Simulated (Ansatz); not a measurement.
Band structure of Cu₃Sn (Fm-3m, 4 atoms in the cell).

```yaml
crystal:
  lattice:
    - [0.00000, 3.08303, 3.08303]
    - [3.08303, 0.00000, 3.08303]
    - [3.08303, 3.08303, 0.00000]
  atoms:
    - { symbol: Cu, position: [0.50000, 0.50000, 0.50000] }
    - { symbol: Cu, position: [0.75000, 0.75000, 0.75000] }
    - { symbol: Cu, position: [0.25000, 0.25000, 0.25000] }
    - { symbol: Sn, position: [0.00000, 0.00000, 0.00000] }
```

Computed with PBEsol, default PAW files made with PBE (plane waves; Ansatz, a first-principles code).

Settings: basis.ecutwfc = 30.9 Ry; kpoints.mp_grid.grid = 6 6 6; hamiltonian.xc = pbesol; hamiltonian.pseudopotentials = {kind: paw} (the program's default PAW files); scf.occupations.method = cold; scf.occupations.width = 0.0073 Ry; kpoints.band_path.npoints = 16.

The starting cell comes from a database of computed structures (which also holds hypothetical and non-ambient phases and stackings), without a prior relaxation at this level. Spin polarisation is off.

Levels in eV from the Fermi level, bands 33 to 40:
```
point     33     34     35     36    37    38    39    40
-----  -----  -----  -----  -----  ----  ----  ----  ----
Γ      -2.32   1.53   2.41   2.41  2.41  3.55  3.55  3.55
X      -2.29  -2.27  -2.22  -2.22  0.59  1.37  9.53  9.53
W      -2.32  -2.19  -2.19  -2.17  3.92  4.07  4.63  4.63
K      -2.26  -2.22  -2.10  -1.36  1.05  3.98  7.15  7.28
L      -2.33  -2.17   1.46   1.46  1.46  2.45  2.45  3.66
U      -2.26  -2.22  -2.10  -1.36  1.05  3.98  7.15  7.28
```

Bands cross the Fermi level along this path, so the cell is metallic at this level.

Keys are those of Ansatz 0.2.
